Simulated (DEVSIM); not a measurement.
Device: abrupt Si n-p junction, at 400 K.

Layer 1 from the left is Si, thickness (μm) 5.90, Nd (cm⁻³) 2.8e16, τn (s) 0.00022, τp (s) 0.00022. Layer 2 from the left is Si, thickness (μm) 54.0, Na (cm⁻³) 2.3e14, τn (s) 0.00022, τp (s) 0.00022.

Left contact: ohmic. Right contact: ohmic. Voltage is applied to the left contact. Recombination: SRH at mid-gap, Auger. Mobility is constant in doping.

This is a model device: material constants are rounded textbook-type values typed into the input, and sizes, dopings and lifetimes were drawn at random. Values at 300 K; Nc and Nv go as T^1.5, mobilities as T to minus their exponent, the gap by Varshni's rule with the affinity fixed.

Si: gap (eV) 1.124, affinity (eV) 4.05, permittivity 11.7, Nc (cm⁻³) 2.86e19, Nv (cm⁻³) 3.1e19, μn (cm²/Vs) 1417, μp (cm²/Vs) 470, T exponent of μn 2.3, T exponent of μp 2.2, Cn (cm⁶/s) 2.8e-31, Cp (cm⁶/s) 9.9e-32, Varshni α (eV/K) 0.000473, Varshni β (K) 636.

**Question.** Estimate by hand the built-in potential, the peak field at zero bias, and compare with a numerical solution.

**Answer.** 
- Built-in potential: ni = √(Nc Nv) exp(−Eg/2kT) = 5.68e12 cm⁻³ with Eg = 1.096 eV; Vbi = kT/q ln(Na Nd/ni²) = 0.421 V; numerical 0.421 V.
- Peak field at zero bias: depletion approximation: W = √(2εVbi/(qN)) = 1.54 μm with N = 2.28e14 cm⁻³; field = 2Vbi/W = 5450 V/cm; numerical 11200 V/cm (estimate below by 51 %).

Simulated with DEVSIM: 1D drift-diffusion, Boltzmann statistics, complete ionisation; no tunnelling, impact ionisation, image-force lowering or self-heating.
